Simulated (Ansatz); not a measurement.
Consider SiO$_{2}$ in the rutile structure (space group P4_2/mnm, No. 136; a = 4.2361 Å, c = 2.6904 Å).

All numbers come from PBE in Ansatz (plane waves to 420 eV, PAW, without spin-orbit coupling).

One change was made to it. Results:

| quantity | base | after |
|---|---|---|
| density | 4.13 g/cm³ | 4.53 g/cm³ |
| c/a ratio | 0.635 | 0.646 |

What was done to the base?
A) pressure 30 GPa
B) pressure 15 GPa
C) pressure 2.1 GPa
D) pressure 9 GPa

A, pressure 30 GPa. For comparison, the density in the other runs: pressure 2.1 GPa gives 4.17 g/cm³; pressure 15 GPa gives 4.35 g/cm³; pressure 9 GPa gives 4.27 g/cm³.

Load acts through the strain it causes; cell and atoms are relaxed under it. Whether these cells are dynamically stable was not tested. Competing high-pressure phases were not computed.

Ansatz is a first-principles code.
